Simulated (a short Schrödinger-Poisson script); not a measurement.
Stack: gated Al0.2Ga0.8As/GaAs modulation-doped gas, at 20 K.

```csv
layer,material,thickness (nm),Nd (cm⁻³),Na (cm⁻³)
1,Al0.2Ga0.8As,30,-,-
2,Al0.2Ga0.8As,10,8.5e17,-
3,Al0.2Ga0.8As,3,-,-
4,GaAs,6000,-,2e15
```

Constants are typed, rounded textbook-type inputs, not results; the design itself was drawn at random and stands for no fabricated device. Al0.2Ga0.8As: permittivity 12.33, conduction-band edge (eV) 0.158, gap (eV) 1.673, electron mass (mₑ) 0.0836, Nv at 300 K (cm⁻³) 9e18. GaAs: permittivity 12.9, conduction-band edge (eV) 0, gap (eV) 1.424, Nv at 300 K (cm⁻³) 9e18.

Channel valleys (confinement mass, in-plane density-of-states mass, number): Γ 0.067, 0.067, 1. At the gate the conduction-band edge of layer 1 lies 0.91 eV − eVg above the Fermi level of the channel; the field vanishes at the back. Donor level 0.05 eV below the band edge. The barrier under the gate holds no holes. Gaps are held at their typed values at every temperature. Mesh 0.08 nm at interfaces.

From a short Schrödinger-Poisson script (our own, NumPy): 1D Poisson equation in equilibrium, electrons quantum, Hartree (BenDaniel-Duke, 40 states a valley, the channel's in-plane mass for all, wave functions free to enter the barrier), parabolic valleys, classical holes, donors ionised by Fermi statistics, acceptors fully, no traps, pinning or gate leakage.

The same stack at other levels of the model or other numerical settings:

```
run                                                                  sheet density of all electrons at Vg = 0.5 V (cm⁻²)  capacitance at Vg = 0.5 V (μF/cm²)  centroid of the channel electrons at Vg = 0.5 V (nm)  rough cost against the base
-------------------------------------------------------------------  ---------------------------------------------------  ----------------------------------  ----------------------------------------------------  ---------------------------
base                                                                                                             3.42e10                               0.210                                                  6.89                      about 1
electrons treated as classical, Boltzmann                                                                        7.64e10                               0.244                                                  0.60                         0.03
electrons treated as classical, Fermi-Dirac                                                                      5.83e10                               0.203                                                  1.99                          0.2
electrons treated as quantum, Hartree plus LDA exchange-correlation                                              3.96e10                               0.221                                                  6.77                      about 1
mesh six times as coarse                                                                                         3.42e10                               0.210                                                  6.87                          0.2
one subband a valley                                                                                             3.42e10                               0.210                                                  6.89                          0.3
```

The classical rows ignore confinement, and Boltzmann statistics overrate the density once the band edge passes the Fermi level.
